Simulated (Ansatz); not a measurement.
The starting structures come from a database of crystals and need not be the phases stable at ambient conditions.

Inside the gap of an insulator the Bloch states are evanescent, with a wavenumber k + iκ along the transport direction.

Here is the system:

```yaml
crystal:
  lattice:
    - [4.55414, 0.00000, 0.00000]
    - [-2.27707, 3.94400, 0.00000]
    - [0.00000, 0.00000, 14.02134]
  atoms:
    - { symbol: Pb, position: [0.66667, 0.33333, 0.49998] }
    - { symbol: Pb, position: [0.33333, 0.66667, 0.99998] }
    - { symbol: I, position: [0.66667, 0.33333, 0.86504] }
    - { symbol: I, position: [0.33333, 0.66667, 0.36504] }
    - { symbol: I, position: [0.00000, 0.00000, 0.13498] }
    - { symbol: I, position: [0.00000, 0.00000, 0.63498] }
```

Space group of this cell: P6_3mc. The cell was relaxed by PBE-D3(BJ).

Transport runs along the normal of the first two printed cell vectors, the (001) plane of the conventional cell.

The gap is the functional's own, uncorrected, and κ follows it; spin-orbit coupling is left out. Mid-gap values are interpolated between the computed energies.

**Question.** Predict the band gap and the smallest decay constant κ at mid-gap from PBEsol (Ansatz, an electronic-structure program).

**Answer.** Gap 2.10 eV on a 12×12×2 mesh; κ = 0.277 1/Å, at (0.250, 0.000) of the in-plane reciprocal vectors. At the zone centre, at the nearest computed energy, the slowest state has κ = 0.30 1/Å.
